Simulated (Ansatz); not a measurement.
# Convergence study of the k-point mesh at a smearing width of 0.02 eV for TiCd (P4mm, 4 atoms in the cell)

```
CELL_PARAMETERS angstrom
      2.90254     0.00000     0.00000
      0.00000     2.90254     0.00000
      0.00000     0.00000     9.05925
ATOMIC_POSITIONS crystal
  Ti 0.00000 0.50000 0.39679
  Ti 0.50000 0.00000 0.60873
  Cd 0.00000 0.50000 0.86667
  Cd 0.50000 0.00000 0.13333
```

Computed with PBEsol, default PAW files made with PBE (plane waves; Ansatz, an electronic-structure program).

Base settings: basis.ecutwfc = 420 eV; kpoints.mp_grid.grid = 11 11 4; hamiltonian.xc = pbesol; hamiltonian.pseudopotentials = {kind: paw} (the program's default PAW files); scf.occupations.method = fermi_dirac; scf.occupations.width = 0.1 eV.

In this ladder: scf.occupations.width = 0.02 eV.

Only quantities that move along the ladder and can be compared are tabulated.

The count of work is k-points × plane waves × bands × iterations; it is no time. 

The starting cell comes from a database of computed structures (which also holds hypothetical and non-ambient phases and stackings), without a prior relaxation at this level. Its lattice was rescaled by up to half a per cent. One atom was moved a little off its site on purpose. Spin polarisation is off. In the base run, with a pressure of about -4 GPa the cell is away from its equilibrium volume at this level. Ansatz's pressure includes its estimate of the finite-basis (Pulay) stress.

```tsv
kpoints.mp_grid.grid	free energy less the last step's (meV/atom)	pressure (GPa)	largest difference of a force vector from the last step's (eV/Å)	count of work / last
4 4 2	-30.49	-4.18	0.195	0.023
5 5 2	18.58	-3.61	0.059	0.026
6 6 2	6.11	-3.85	0.053	0.033
7 7 3	-2.38	-3.81	0.055	0.033
8 8 3	6.96	-3.79	0.033	0.057
10 10 4	-3.64	-3.86	0.042	0.14
12 12 4	-2.41	-3.84	0.010	0.16
15 15 5	-1.17	-3.85	0.023	0.21
18 18 6	-0.86	-3.84	0.018	0.42
22 22 7	0.33	-3.84	0.006	0.59
27 27 9	0.00	-3.84	0.000	1.0
```

Coarsest kpoints.mp_grid.grid that holds the forces within 0.02 eV/Å of the last step, with all finer ones: 18 18 6, at 0.42 of the last step's count of work; the step before is off by 0.023 eV/Å.

Coarsest kpoints.mp_grid.grid that holds the pressure within 0.2 GPa of the last step, with all finer ones: 6 6 2, at 0.033 of the last step's count of work; the step before is off by 0.23 GPa.

Coarsest kpoints.mp_grid.grid that holds the free energy within 5 meV/atom of the last step, with all finer ones: 10 10 4, at 0.14 of the last step's count of work; the step before is off by 7.0 meV/atom.

Keys are those of Ansatz 0.2.
